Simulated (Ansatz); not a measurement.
The reference is MgSe in the rock salt structure (space group Fm-3m, No. 225; a = 5.472 Å). Axes: x, y, z lie along the cube axes.

The values are results of plane-wave PAW DFT at the r2SCAN level (Ansatz, a first-principles code, 500 eV), no spin-orbit coupling, not measurements.

For the base:

| Item | Value |
|---|---|
| Pressure | -0.01 GPa |
| Valley order | X along ⟨100⟩ 2.48 eV; Γ 3.44 eV |
| Electron mass | 0.48 mₑ along k, 0.25 mₑ across (at X) |

Now apply this change: biaxial strain −1.50 %, plane normal [001], relaxed out of plane (Cartesian); in-plane vectors clamped, the third vector and the atoms free.

**Question.** What does the calculation give for the pressure after the change?

**Answer.** The pressure (mean of the normal stresses, compression positive) increases by 1.55 GPa to 1.54 GPa.

**Question.** How does this affect the valley order?

**Answer.** The valley order (the lowest conduction-band minima on the path, energy above the VBM, named in the base's zone) changes from X along ⟨100⟩ 2.48 eV; Γ 3.44 eV to X along [100] 2.40 eV; X along [001] 2.53 eV; Γ 3.52 eV.

**Question.** Predict the new out-of-plane strain.

**Answer.** The out-of-plane strain is +0.91 %.

**Question.** What happens to the electron mass?

**Answer.** The electron mass goes from 0.48 mₑ along k, 0.25 mₑ across (at X) to 0.47 mₑ along k, 0.26 mₑ across (at X).

The levels and masses belong to the bands next to the band gap. Effective masses come from finite differences of ±0.01 Å⁻¹. Along k means along the line from Γ to the band edge. Stability against distortions was not tested.
